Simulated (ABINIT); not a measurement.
**Dielectric-response calculation of MgS (Fm-3m, 2 atoms in the cell) at several settings**

```xyz
2
Lattice="0.0000 2.5567 2.5567 2.5567 0.0000 2.5567 2.5567 2.5567 0.0000" Properties=species:S:1:pos:R:3 pbc="T T T"
Mg     0.0000     0.0000     0.0000
S      2.5567     2.5567     2.5567
```

Base: PBE, norm-conserving pseudopotentials (PseudoDojo nc-sr-05 PBE standard) (ABINIT). Its settings: pseudos = [Mg.upf, S.upf]; ecut = 42 Ha; ixc = 11; occopt = 7; tsmear = 0.05 eV; ngkpt = 9 9 9; nshiftk = 1; shiftk = 0 0 0; potentials = PseudoDojo nc-sr-05 PBE standard; nband = 13; kptopt = 1; nstep = 60; toldfe = 1e-09 Ha. Starting volume 16.71 Å³ per atom.

Each line gives the change from the base single point and the result:

- occopt: 7 → 1; tsmear: 0.05 eV → default; nband: 13 → 8; ngkpt: 9 9 9 → 6 6 6; toldfe: 1e-09 Ha → default; prtwf: 0 → default; prtden: 0 → default; istwfk: default → *1; tolvrs1: default → 1e-16; ndtset: default → 3; prtwf1: default → 1; getwfk2: default → 1; and 15 further keys: pressure 5.81 GPa; ε∞ at this k-point mesh, which may be far from converged in small-gap cells (xx, yy, zz) 5.65, 5.65, 5.65; Born charges at this mesh (mean of the diagonal, e) Mg 2.29, S -2.36.
- occopt: 7 → 1; tsmear: 0.05 eV → default; nband: 13 → 8; ngkpt: 9 9 9 → 8 8 8; toldfe: 1e-09 Ha → default; prtwf: 0 → default; prtden: 0 → default; istwfk: default → *1; tolvrs1: default → 1e-16; ndtset: default → 3; prtwf1: default → 1; getwfk2: default → 1; and 15 further keys: pressure 5.78 GPa; ε∞ at this k-point mesh, which may be far from converged in small-gap cells (xx, yy, zz) 5.48, 5.48, 5.48; Born charges at this mesh (mean of the diagonal, e) Mg 2.29, S -2.30.

The starting cell comes from a database of computed structures (which also holds hypothetical and non-ambient phases and stackings), without a prior relaxation at this level. Its lattice was rescaled by a random factor within 2.5 % of one. In the base run, with a pressure of about 6 GPa the cell is away from its equilibrium volume at this level.

Frequencies and response belong to this unrelaxed cell, and polar modes hold no LO-TO splitting.

Left out of this page: 1 run of the series stopped by limits of time or memory.
